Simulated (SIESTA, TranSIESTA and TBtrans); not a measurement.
Device: Fe chain with one bond stretched by 2.0 Å. Leads: straight Fe chain, spacing 2.25 Å. Geometry: as built, not relaxed. Transport runs along z; the first 6 and the last 6 of the 20 atoms are the lead cells, repeated to infinity.

```xyz
20
Lattice="9.000 0.000 0.000 0.000 9.000 0.000 0.000 0.000 47.000" Properties=species:S:1:pos:R:3 pbc="F F T"
Fe     4.500     4.500     0.000
Fe     4.500     4.500     2.250
Fe     4.500     4.500     4.500
Fe     4.500     4.500     6.750
Fe     4.500     4.500     9.000
Fe     4.500     4.500    11.250
Fe     4.500     4.500    13.500
Fe     4.500     4.500    15.750
Fe     4.500     4.500    18.000
Fe     4.500     4.500    20.250
Fe     4.500     4.500    24.500
Fe     4.500     4.500    26.750
Fe     4.500     4.500    29.000
Fe     4.500     4.500    31.250
Fe     4.500     4.500    33.500
Fe     4.500     4.500    35.750
Fe     4.500     4.500    38.000
Fe     4.500     4.500    40.250
Fe     4.500     4.500    42.500
Fe     4.500     4.500    44.750
```
Starting moments (μB): atom 7 +3.2, atom 8 +3.2, atom 9 +3.2, atom 10 +3.2, atom 11 +3.2, atom 12 +3.2, atom 13 +3.2, atom 14 +3.2; lead atoms +3.2 (left) and +3.2 (right).

Run with TranSIESTA and TBtrans (open boundaries, self-consistent; PseudoDojo norm-conserving potentials, scalar-relativistic): Spin polarized, PAO.BasisSize DZP, PAO.EnergyShift 0.15 eV, XC.Authors PBE, Mesh.Cutoff 200 Ry, ElectronicTemperature 300 K, TS.Voltage 0.0 eV, TBT.Elecs.Eta 0.001 eV.

Energies count from the leads' Fermi level. Transmissions are for each spin. The energy step is 0.01 eV; narrower resonances are cut or missed.

```
E (eV)   T up  T down
------  -----  ------
-0.20   0.519   0.293
-0.15   0.519   0.303
-0.10   0.520   0.314
-0.05   0.521   0.325
0.00    0.522   0.337
0.05    0.524   0.350
0.10    0.526   0.363
0.15    0.529   0.377
0.20    0.532   0.391
```

Question: Give the zero-bias conductance in μS and the resistance at 300 K.

Answer: At the Fermi level the mean of both spins is (0.522 + 0.337)/2 = 0.429. Averaged with −∂f/∂E over the full grid (kT = 25.9 meV) it is 0.430. With G0 = 2e²/h = 77.48 μS, G = 33.3 μS and R = 1/G = 30.0 kΩ.

Question: The eigenchannels at the Fermi level (both spins) transmit 0.522, 0.335, 0.00208. What Fano factor of the shot noise follows at low temperature and bias?

Answer: F = Σ τ(1 − τ)/Σ τ = 0.474/0.859 = 0.55.

The magnetic order of the leads was set by the start, and no other order was tried; the separate lead runs end at 3.39 (left) and 3.39 (right) μB an atom. The straight chain is held at its spacing; free chains may zigzag or dimerise.
